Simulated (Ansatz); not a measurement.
**Pd under a change: 1 layer**

Consider Pd in the fcc (Cu type) structure (space group Fm-3m, No. 225; a = 3.9084 Å). Axes: x, y, z lie along the cube axes.

It is then changed as follows: a free-standing slab of 1 layer (1 atom, 1 a layer) is cut normal to [111], with 15 Å of vacuum and the in-plane cell held at bulk; forces were under the threshold from the start, so the atoms kept their bulk positions.

Method: r2SCAN in Ansatz (plane waves to 500 eV, PAW, no SOC). Settings: 19×19×1 k-points, 0.05 eV Fermi–Dirac smearing, for the changed cell.

The layer's space group (with vacuum) amounts to P6/mmm (No. 191) and the shortest interatomic distance is still 2.764 Å. The band gap is still zero.

Cost of the whole job for the changed cell (relaxation, final SCF and bands): very roughly 24 core-seconds.

Whether these cells are dynamically stable was not tested. The final runs are not spin-polarised. Pd has a high density of states at the Fermi level and may be magnetic at this level.

Ansatz is a quantum-chemistry and plane-wave program.
